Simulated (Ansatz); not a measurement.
Amorphous Si₂₂Ti₂O₄₈, 72 atoms at 2.17 g/cm³, one PBE-relaxed geometry, zone centre. Methods: PBE, scalar-relativistic without spin-orbit coupling (Ansatz, a quantum-chemistry and plane-wave program); r2SCAN, scalar-relativistic without spin-orbit coupling (Ansatz); HSE06, scalar-relativistic without spin-orbit coupling (Ansatz). Plane waves to 420 eV (r2SCAN 500 eV); exact exchange is cut at the cell's faces. At PBE the levels at the empty edge of the gap are localised (band-tail or defect states), and the nearest spread-out levels lie 5.4 eV apart at the zone centre. All rungs ran without spin polarisation.

The cell was made by melting and quenching with the CHGNet potential and then relaxed with DFT. O atoms were pushed apart under 1.9 Å during the dynamics, to hinder bonds among them. The hot cell started wider than the set density and was brought back towards it in steps. It is the lowest in DFT energy of 2 quenches. It is a model cell: composition and starting density were chosen by hand, and all elements were melted together. No dispersion term was used. Its density started from a set value of 2.38 and ended at 2.17 g/cm³. The quench (nominally 310 K/ps over its main leg) was far faster than any real one, so the model tends to hold more defects than a real film. One small periodic cell is one sample of the glass; other quenches scatter about these values. Volume and shape were free in the relaxation.

The relaxation ran on the zone centre alone. At PBE the level gap is 4.09 eV on a 2×2×2 Γ-centred mesh, and the spacing at the zone centre alone 4.10 eV.

Problem. What zone-centre spacing does r2SCAN give, roughly?

Solution. 4.54 eV (+0.44 eV against PBE).

Problem. What zone-centre spacing does HSE06 give, roughly?

Solution. 5.91 eV (+1.81 eV against PBE).

The highest filled and the lowest empty state spread over these numbers of atoms (participation numbers): PBE: 18.5 and 2.7; r2SCAN: 16.8 and 3.2; HSE06: 14.8 and 3.4.
